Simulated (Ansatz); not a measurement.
Functionals compared on the (332) surface of fcc Ag in its 1x1 cell, outermost plane spacing 0.44 Å in the ideal cut, in Ansatz (plane waves, PAW). The structure was relaxed with PBE; the other rows are single points on it, each with its references at the same level. Cutoff 420 eV (500 eV for r2SCAN).

Slab: 24 atoms, 10.2 Å thick at the start (thin: gaps and levels are the slab's own); k 13x3x1, smearing 0.1 eV, dipole-corrected; all atoms relaxed; held to the start's symmetry, so lower structures may exist; no spin, no spin-orbit, no U. These notes are the PBE run's.

```tsv
functional	surface energy (J/m²)	work function of the top face (eV)	rough cost of the single point
PBE	0.81	4.35	–
LDA	1.23	4.77	about 5 core-minutes (a rough figure)
PBEsol	…	…	around 5 core-minutes (rough)
RPBE	0.61	4.16	about 5 core-minutes (a rough figure)
r2SCAN	0.99	4.30	about 9 core-minutes (a rough figure)
```

Task: Complete the blanks.

Result: 
- PBEsol, surface energy (J/m²): 1.08
- PBEsol, work function of the top face (eV): 4.47

Ansatz is a quantum-chemistry and plane-wave program.
